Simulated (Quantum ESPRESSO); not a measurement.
Worked example: self-consistent single point of Na₂AlGe₂ (P4/mmm, 5 atoms in the cell) in Quantum ESPRESSO.

Method of the run: PBEsol, GBRV 1.5 ultrasoft (PBESOL) pseudopotentials (plane waves; Quantum ESPRESSO).

The change in words: lattice scaled by 0.98. Reference geometry:
```
CELL_PARAMETERS angstrom
      2.93429     0.00000     0.00000
      0.00000     2.93429     0.00000
      0.00000     0.00000    14.29703
ATOMIC_POSITIONS crystal
  Na 0.50000 0.50000 0.61045
  Na 0.50000 0.50000 0.38955
  Al 0.50000 0.50000 0.00000
  Ge 0.50000 0.50000 0.18303
  Ge 0.50000 0.50000 0.81697
```

Reference input (self-consistent single point, DFT, PBEsol, plane waves, GBRV 1.5 ultrasoft (PBESOL) pseudopotentials): ecutwfc = 50 Ry; ecutrho = 250 Ry; occupations = smearing; smearing = gauss; degauss = 0.0036749 Ry; K_POINTS = automatic 8 8 2 0 0 0; conv_thr = 1e-09 Ry. This run's input differs from it in these lines:

```diff
@@ -25,5 +25,5 @@
 CELL_PARAMETERS angstrom
-   2.93429100     0.00000000     0.00000000
-   0.00000000     2.93429100     0.00000000
-   0.00000000     0.00000000    14.29702700
+   2.87560500     0.00000000     0.00000000
+   0.00000000     2.87560500     0.00000000
+   0.00000000     0.00000000    14.01108600
 ATOMIC_POSITIONS crystal
```

The program printed (abridged):

```
     Self-consistent Calculation

     iteration #  1     ecut=    50.00 Ry     beta= 0.70

     Threshold (ethr) on eigenvalues was too large:
     Diagonalizing with lowered threshold

     total energy              =    -623.08978523 Ry
     estimated scf accuracy    <       0.22416402 Ry

     iteration #  2     ecut=    50.00 Ry     beta= 0.70

     total energy              =    -621.91148859 Ry
     estimated scf accuracy    <      24.94566542 Ry

     iteration #  3     ecut=    50.00 Ry     beta= 0.70

     total energy              =    -623.25599989 Ry
     estimated scf accuracy    <       0.00585166 Ry

   [... 6 blocks of this kind left out ...]

     iteration # 10     ecut=    50.00 Ry     beta= 0.70

     total energy              =    -623.25752764 Ry
     estimated scf accuracy    <          1.4E-09 Ry

     iteration # 11     ecut=    50.00 Ry     beta= 0.70
     End of self-consistent calculation

     the Fermi energy is     5.6775 ev

!    total energy              =    -623.25752764 Ry
     estimated scf accuracy    <          2.1E-11 Ry
     smearing contrib. (-TS)   =      -0.00020889 Ry
     internal energy E=F+TS    =    -623.25731875 Ry

     convergence has been achieved in  11 iterations

     Forces acting on atoms (cartesian axes, Ry/au):

     atom    1 type  1   force =     0.00000000    0.00000000    0.00307404
     atom    2 type  1   force =     0.00000000    0.00000000   -0.00307404
     atom    3 type  2   force =     0.00000000    0.00000000    0.00000000
     atom    4 type  3   force =     0.00000000    0.00000000   -0.00368716
     atom    5 type  3   force =     0.00000000    0.00000000    0.00368716

     Total force =     0.006789     Total SCF correction =     0.000024

          total   stress  (Ry/bohr**3)                   (kbar)     P=       -6.12
  -0.00007735   0.00000000   0.00000000          -11.38        0.00        0.00
   0.00000000  -0.00007735   0.00000000            0.00      -11.38        0.00
   0.00000000   0.00000000   0.00002993            0.00        0.00        4.40

   JOB DONE.
```

The run converged in 11 iterations. Against the reference run the free energy drops by 13.5 meV/atom, the pressure goes from -2.33 to -0.61 GPa and the largest force goes from 0.244 to 0.095 eV/Å.

The starting cell comes from a database of computed structures (which also holds hypothetical and non-ambient phases and stackings), without a prior relaxation at this level. Its lattice was rescaled by a random factor within 2.5 % of one. For this run, on top of that: lattice scaled by 0.98.

Cost on one core of a shared machine: roughly 60 s.
